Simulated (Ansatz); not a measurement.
The reference is SiC in the wurtzite structure (space group P6_3mc, No. 186; a = 3.0760 Å, c = 5.0478 Å). Axes: x lies along a and z along c of the hexagonal cell.

All numbers come from PBEsol, PAW, 420 eV (Ansatz, an electronic-structure program; spin-orbit coupling left out).

For the base:

| Quantity | Value |
|---|---|
| Band gap | 2.12 eV |
| Smallest direct gap | 3.86 eV |
| Electron mass | 0.26 mₑ along c, 0.43 mₑ across (at K) |
| Valence-band top at Γ | 0.00, 0.00, -0.11 eV |

The change: biaxial strain −1.80 %, plane normal [001], relaxed out of plane (Cartesian); in-plane vectors clamped, the third vector and the atoms free.

Problem. What happens to the band gap?

Solution. The band gap falls by 0.246 eV (2.12 eV → 1.88 eV).

Problem. What happens to the smallest direct gap?

Solution. The smallest direct gap goes up by 0.23 eV to 4.09 eV.

Problem. How does this affect the out-of-plane strain?

Solution. The out-of-plane strain amounts to +0.40 %.

Problem. What happens to the electron mass?

Solution. The electron mass becomes 0.26 mₑ out of plane, 0.42 mₑ in plane (at K) (base: 0.26 mₑ along c, 0.43 mₑ across (at K)).

Problem. Predict the new valence-band top at Γ.

Solution. The valence-band top at Γ (three highest levels, from the VBM) becomes 0.00, 0.00, -0.36 eV (base: 0.00, 0.00, -0.11 eV).

Masses are band curvatures over ±0.01 Å⁻¹ around the edge. No phonon test of stability was made.
